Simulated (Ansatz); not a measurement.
A computed series for GaAs: alloy series

The parent structure is GaAs in the zinc blende structure (space group F-43m, No. 216; a = 5.6590 Å).

The other end (x = 1) is InAs in the zinc blende structure (space group F-43m, No. 216): 28.20 Å³/atom, gap zero.

In replaces a fraction x of Ga; each row is one arrangement (x, atoms in the cell, starting space group or random), fully relaxed.

Levels (all Ansatz, a first-principles code, PAW): PBEsol (420 eV, no spin-orbit coupling); HSE06 (420 eV, no spin-orbit coupling).

Band gaps by level, all at the geometries relaxed with PBEsol:

| case | PBEsol | HSE06 |
|---|---|---|
| base | 0.42 eV | 1.40 eV |
| x(In) = 0.25, 8 atoms, P-4m2 | 0.08 eV | ___ |
| x(In) = 0.75, 8 atoms, Amm2 | zero | ___ |

Task: Complete the table.

Result: 
- x(In) = 0.25, 8 atoms, P-4m2, HSE06: 0.99 eV
- x(In) = 0.75, 8 atoms, Amm2, HSE06: 0.39 eV

Single points use the geometry relaxed with PBEsol. HSE06 was sampled on its mesh, a few special points and the semilocal edge points, so its gap is an upper bound. Each cell is one ordered arrangement of few atoms, which overstates ordering effects compared with a random alloy. Stability against distortions was not tested. The final runs are not spin-polarised. Gaps under 0.05 eV, about the width of the smearing, are given as zero. A zero or small gap of InGa3As4, InAs and In3GaAs4 can be the functional's error rather than a property of the material.
